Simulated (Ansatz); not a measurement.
# Effect of biaxial strain −0.91 %, plane normal [001], relaxed out of plane on BP

The parent structure is BP in the zinc blende structure (space group F-43m, No. 216; a = 4.520 Å). Axes: x, y, z lie along the cube axes.

One thing is altered: biaxial strain −0.91 %, plane normal [001], relaxed out of plane (Cartesian); in-plane vectors clamped, the third vector and the atoms free.

Computed with PBEsol/PAW in Ansatz (a program for electronic structure), no SOC, earlier PAW set. k-mesh 13×13×13 (Γ-centred); smearing 0.05 eV (Fermi–Dirac).

```csv
quantity,base,changed,shift
volume per atom,11.54 Å³,11.38 Å³,-0.16 Å³
space group,F-43m (No. 216),I-4m2 (No. 119),–
shortest interatomic distance,1.957 Å,1.948 Å,-0.009 Å
energy relative to the base (free energy F),0 meV/atom,+2.4 meV/atom,+2.4 meV/atom
"pressure (mean of the normal stresses, compression positive)",-0.01 GPa,2.44 GPa,+2.444 GPa
band gap,1.11 eV,0.99 eV,-0.12 eV
gap character,–,"indirect, Γ → Γ–X (84 % along)",–
smallest direct gap,3.38 eV,3.33 eV,-0.05 eV
electron mass,"1.3 mₑ along k, 0.22 mₑ across (off the special points)","1.3 mₑ along k, 0.22 mₑ across (off the special points)",–
"valence-band top at Γ (three highest levels, from the VBM)","0.00, 0.00, 0.00 eV","0.00, 0.00, -0.13 eV",–
"valley order (the lowest conduction-band minima on the path, energy above the VBM, named in the base's zone)","a point along ⟨100⟩, about 1.2 Å⁻¹ from Γ 1.11 eV","a point along [010], about 1.2 Å⁻¹ from Γ 0.99 eV; a point along [001], about 1.2 Å⁻¹ from Γ 1.17 eV",–
out-of-plane strain,–,+0.42 %,–
ratio −ε⊥/ε∥,–,0.47,–
mean in-plane stress (compression positive),–,+3.7 GPa,–
```

Masses are band curvatures over ±0.01 Å⁻¹ around the edge. Along k means along the line from Γ to the band edge. Stability against distortions was not tested. Labels are those of the standard path for the cell's own space group.
